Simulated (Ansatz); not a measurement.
Reference: AlAs (F-43m), HSE06 with spin-orbit coupling, rigid bands (plane waves, PAW; Ansatz, a quantum-chemistry and plane-wave program); geometry: cell and atoms relaxed with PBEsol.

```yaml
crystal:
  lattice:
    - [0.00000, 2.83740, 2.83740]
    - [2.83740, 0.00000, 2.83740]
    - [2.83740, 2.83740, 0.00000]
  atoms:
    - { symbol: Al, position: [0.00000, 0.00000, 0.00000] }
    - { symbol: As, position: [0.75000, 0.75000, 0.75000] }
```

| Quantity | Result |
|---|---|
| band gap | 1.99 eV |
| electron conductivity mass | 0.32 mₑ |
| hole conductivity mass | 0.56 mₑ |
| Seebeck coefficient, n-type 1e19 cm⁻³ | -260 μV/K |

Swap As for P, keeping the structure type. How do these values move?

AlP (F-43m): volume per atom 22.8 to 20.5 Å³; band gap rises (1.99 eV to 2.26 eV); electron conductivity mass stays about the same (0.32 mₑ to 0.33 mₑ); hole conductivity mass rises (0.56 mₑ to 0.67 mₑ); Seebeck coefficient, n-type 1e19 cm⁻³ stays about the same (-260 μV/K to -260 μV/K).

Moves up to 5 % count as about the same. Masses are for dilute carriers at 300 K, harmonic means over directions unless an axis is named. Seebeck coefficients are for the stated density at 300 K, with one relaxation time for all states and whether or not that doping can be reached.
